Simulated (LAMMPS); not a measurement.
LAMMPS 22 Jul 2025, classical MD, Stillinger-Weber (CdTe.sw): CdTe, 64000 atoms.

```text
units metal
atom_style atomic
read_data unit.data
replicate 20 20 20
pair_style sw
pair_coeff * * CdTe.sw Cd Te
velocity all create 1600 4928 dist gaussian loop geom
fix 1 all nve
fix 2 all langevin 800 800 0.04 9876 zero yes
timestep 0.001
thermo 100
run 300
reset_timestep 0
write_restart start.rst
```

```text
read_restart start.rst
pair_style sw
pair_coeff * * CdTe.sw Cd Te
neighbor 2.0 bin
neigh_modify every 1 delay 0 check no
fix 1 all nve
timestep 0.001
thermo_style custom step temp pe etotal press
thermo_modify format float %.10g
thermo 100
group probe id 1:48
dump probe probe custom 1000000 forces.txt id fx fy fz
dump_modify probe sort id format float %.8g
run 800
```

```bash
# ahead of the timed run: OMP_NUM_THREADS=1 mpirun -np 48 lmp -in in.warm -log none -nocite
OMP_NUM_THREADS=1 mpirun -np 32 lmp -in in.lmp -log log.lammps -nocite
```

Hardware: Arm Neoverse V2, 96 cores on 1 socket, no SMT, 1 L3 cache group.

On 32 ranks this takes 4.5 s. Times are wall-clock medians of two to five runs, from launch to exit, with nothing else on the machine. Unless noted, each process is bound to its own block of adjacent cores. The build: PyPI wheel: MPICH, OPENMP and OPT packages; another build can shift the numbers. Scratch files lie in a memory file system. A preparatory run goes ahead and isn't timed.

Question: What should be changed to get the same answer (within 1.0 meV/atom in energy, 10 meV/Å in forces on 48 atoms, 0.20 meV an atom in drift of the total energy) sooner? Keep to 32 cores.

Answer: Several could match; the one computed here: going from neigh_modify = every 1 delay 0 check no to neigh_modify = every 1 delay 0 check yes, one of the fastest of the measured ones that keep the result.

```diff
-neigh_modify every 1 delay 0 check no
+neigh_modify every 1 delay 0 check yes
```

Time: 4.5 s to 2.7 s (1.7× as fast). List entries an atom go from 31 to 31, Neigh from 1.6 to 0.015 s and Pair from 2.4 to 2.4 s. Neighbour list builds go from 800 to 7. These two results differ by: energy equal as printed, forces on 48 atoms equal as printed, drift of the total energy equal as printed. Others tried: neigh_modify = every 10 delay 0 check yes (2.7 s); neigh_modify = every 1 delay 10 check yes (2.7 s). Repeats scatter by up to 8 %.
